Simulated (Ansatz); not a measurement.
System: bcc Eu. Method: PBEsol (Ansatz, a first-principles code, plane waves, PAW).

Numerical settings: plane-wave cutoff 520 eV, 18×18×18 k mesh, Fermi–Dirac smearing 0.05 eV, spin-polarised with parallel moments, scalar-relativistic PAW data made under PBE.

Cell (relaxed at this level):

```xyz
1
Lattice="-2.1179 2.1179 2.1179 2.1179 -2.1179 2.1179 2.1179 2.1179 -2.1179" Properties=species:S:1:pos:R:3 pbc="T T T"
Eu     0.0000     0.0000     0.0000
```
Starting moments (μB, in the order of the record's atoms Eu): 7.0.

### Question
What does this level give for the bulk modulus B0, magnetic moment per atom (the cell's total over its atoms) and pressure derivative B′ of the bulk modulus?

### Answer

* **bulk modulus B0**: 15.8 GPa
* **magnetic moment per atom (the cell's total over its atoms)**: 7.22 μB
* **pressure derivative B′ of the bulk modulus**: 3.8

The run finds no gap.

Measured, for comparison: bulk modulus 10.9 ± 0.6 GPa (room temperature, no zero-point or thermal correction, our sources range from 10.9 to 11.7; as tabulated in arXiv:1012.3782). Computed (rounded) less measured: bulk modulus +45 % (+35 % to +45 % over the range).

Note: the 4f shell is treated without U or exact exchange, so its levels and filling can be wrong; the collinear magnetic order is the start's and need not be the measured one.

Moments are spin moments.

Spin–orbit coupling is not included.

The computed numbers hold no vibrational or temperature effects.
